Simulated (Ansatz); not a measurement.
The starting structures come from a database of crystals and need not be the phases stable at ambient conditions.

 Where the default PAW files enter, the runs use the earlier of Ansatz's two default sets.

By PBEsol, the system below comes out a metal.

```
Hf3Ge2
1.0
    3.70112     0.00000     0.00000
    0.00000    10.04150     0.00000
    0.00000     5.02075     5.02075
Hf Ge
6 4
Cartesian
  0.00000   0.00000   0.00000
  0.00000   5.02075   0.00000
  1.85056  12.55187   4.21783
  1.85056   2.51037   0.80292
  1.85056   9.23858   2.51037
  1.85056   5.82367   2.51037
  0.00000   7.53112   3.82119
  0.00000   7.53112   1.19956
  0.00000   3.82119   2.51037
  0.00000  11.24105   2.51037
```

Space group of this cell: P4/mbm. The cell is taken as given; by PBEsol its mean pressure is -2.4 GPa.

The current flows along the normal of the first two printed cell vectors, the (110) plane of the conventional cell. No spin-orbit coupling; the value is a mean over 0.1 eV about the Fermi level.

### Question
Predict the ballistic conductance per area from Ansatz (an electronic-structure program) with PBEsol.

### Answer
0.43 × 10¹⁵ S/m² for both spins.
